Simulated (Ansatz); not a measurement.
**CsPbBr3: uniaxial strain ε_zz = −3.00 %**

The parent structure is CsPbBr3 in the cubic perovskite structure (space group Pm-3m, No. 221; a = 5.872 Å). Axes: x, y, z lie along the cube axes.

Modification: the cell is compressed by 3.00 % along z with no lateral relaxation; the atoms relax in the strained cell.

Method: PBEsol/PAW in Ansatz (a quantum-chemistry and plane-wave program), spin-orbit coupling left out. Settings: 6×6×6 k-points, 0.05 eV Fermi–Dirac smearing.

| quantity | base | changed | shift |
|---|---|---|---|
| volume per atom | 40.50 Å³ | 39.28 Å³ | -1.215 Å³ |
| space group | Pm-3m (No. 221) | P4/mmm (No. 123) | – |
| energy relative to the base (free energy F) | 0 meV/atom | +6.7 meV/atom | +6.7 meV/atom |
| pressure (mean of the normal stresses, compression positive) | 0.0 kbar | 7.6 kbar | +7.6 kbar |
| band gap | 1.43 eV | 1.21 eV | -0.22 eV |
| gap character | – | direct at A | – |
| hole mass | 0.13 mₑ (at R) | 0.10 mₑ along z, 0.13 mₑ across (at R) | – |
| valley order (the lowest conduction-band minima on the path, energy above the VBM, named in the base's zone) | R along ⟨111⟩ 1.43 eV; Γ 2.88 eV | R along [111] 1.21 eV; Γ 2.70 eV | – |
| stress (xx, yy, zz, yz, xz, xy; compression positive) | – | (0.21, 0.21, 1.87, 0.00, 0.00, 0.00) GPa | – |

Final structure:

```
CELL_PARAMETERS angstrom
      5.87207     0.00000     0.00000
      0.00000     5.87207     0.00000
      0.00000     0.00000     5.69591
ATOMIC_POSITIONS crystal
  Cs 0.00000 0.00000 0.00000
  Pb 0.50000 0.50000 0.50000
  Br 0.50000 0.00000 0.50000
  Br 0.00000 0.50000 0.50000
  Br 0.50000 0.50000 0.00000
```

Cost of the whole job for the changed cell (relaxation, final SCF and bands): very roughly 70 core-seconds.

Spin-orbit coupling, missing from the scalar runs, can matter with Pb. Masses are band curvatures over ±0.01 Å⁻¹ around the edge. Stability against distortions was not tested. Many cubic perovskites are stable only at high temperature; tilts and polar distortions were not tested. This is not the structure that CsPbBr3 has at room temperature and ambient pressure. k-point labels follow each cell's own Brillouin zone.
